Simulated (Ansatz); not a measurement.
Amorphous Zr$_{20}$O$_{42}$Ge, 63 atoms at 5.24 g/cm³, one PBE-relaxed geometry, zone centre. Methods: PBE, scalar-relativistic without spin-orbit coupling (Ansatz, an electronic-structure program); r2SCAN, scalar-relativistic without spin-orbit coupling (Ansatz); HSE06, scalar-relativistic without spin-orbit coupling (Ansatz). Plane waves to 420 eV (r2SCAN 500 eV); exact exchange is cut at the cell's faces. At PBE the levels at the filled edge of the gap are localised (band-tail or defect states). All rungs ran without spin polarisation.

Preparation: random packing, a CHGNet melt and quench, and a DFT relaxation. O atoms were pushed apart under 1.9 Å during the dynamics, to hinder bonds among them. The hot cell started wider than the set density and was brought back towards it in steps. It is the lowest in DFT energy of 2 quenches. It is a model cell: composition and starting density were chosen by hand, and all elements were melted together. No dispersion term was used. Its density started from a set value of 5.24 and ended at 5.24 g/cm³. Cooling (nominally 380 K/ps over its main leg) ran many orders faster than in experiment, which tends to leave more defects and strain. One small periodic cell is one sample of the glass; other quenches scatter about these values. The volume was held where the preparation left it and the shape relaxed, at a PBE pressure of 1.3 GPa. Stress components on the final sampling reach 1.4 GPa.

The relaxation ran on the zone centre alone. At PBE the level gap is 3.72 eV on a 2×2×2 Γ-centred mesh, and the spacing at the zone centre alone 3.85 eV.

Question: What zone-centre spacing does r2SCAN give, roughly?

Answer: 4.32 eV (+0.47 eV against PBE).

Question: What zone-centre spacing does HSE06 give, roughly?

Answer: 5.40 eV (+1.55 eV against PBE).

The highest filled and the lowest empty state spread over these numbers of atoms (participation numbers): PBE: 7.6 and 19.2; r2SCAN: 6.8 and 18.9; HSE06: 6.7 and 19.7.
